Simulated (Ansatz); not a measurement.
The reference is TiN in the rock salt structure (space group Fm-3m, No. 225; a = 4.2040 Å). Axes: x, y, z lie along the cube axes.

Method: PBEsol/PAW in Ansatz (an electronic-structure program), no spin-orbit coupling.

Base values:

Pressure: 0.0 GPa
Shortest interatomic distance: 2.102 Å

Modification: uniaxial strain ε_yy = +4.99 %, all other strain components held at zero; the atoms relax in the strained cell.

Q: Estimate the effect on the pressure, energy relative to the base and shortest interatomic distance.

A: The pressure (mean of the normal stresses, compression positive) goes from zero to -11.8 GPa; the energy increases by 38 meV/atom; the shortest interatomic distance remains 2.102 Å.

Without a gap, meshes like the base's 19×19×19 leave anisotropic stresses uncertain by several tenths of a GPa, and small strain energies with them. No phonon test of stability was made. All final runs are without spin polarisation. An odd electron count without spin: TiN.
